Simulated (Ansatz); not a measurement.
Given:

```
CELL_PARAMETERS angstrom
      3.20772     0.00000     0.00000
      0.00000     4.53640     0.00000
      0.00000     0.00000    19.81158
ATOMIC_POSITIONS crystal
  P  0.75000 0.49631 0.37155
  B  0.25000 0.28870 0.39586
  P  0.25000 0.97920 0.45968
  B  0.75000 0.73580 0.45798
  P  0.75000 0.47920 0.54032
  B  0.25000 0.23580 0.54202
  P  0.25000 0.99631 0.62845
  B  0.75000 0.78870 0.60414
```

No spin polarisation.

The values are results of r2SCAN/PAW in Ansatz (a first-principles code), scalar-relativistic without spin-orbit coupling, earlier PAW set, not measurements. k-mesh 10×7×1 (Γ-centred); smearing 0.05 eV (Fermi–Dirac). The cell is a slab with vacuum along z.

Task: What is the computed band gap?

Result: 0.87 eV.

Task: What gap character does the calculation give?

Result: Indirect, Γ → Γ–X (88 % along).

No phonon test of stability was made. The cell was made from BP in the zinc blende structure (space group F-43m, No. 216) by this change: a free-standing slab of 4 layers (8 atoms, 2 a layer) is cut normal to [110], with 15 Å of vacuum and the in-plane cell held at bulk.
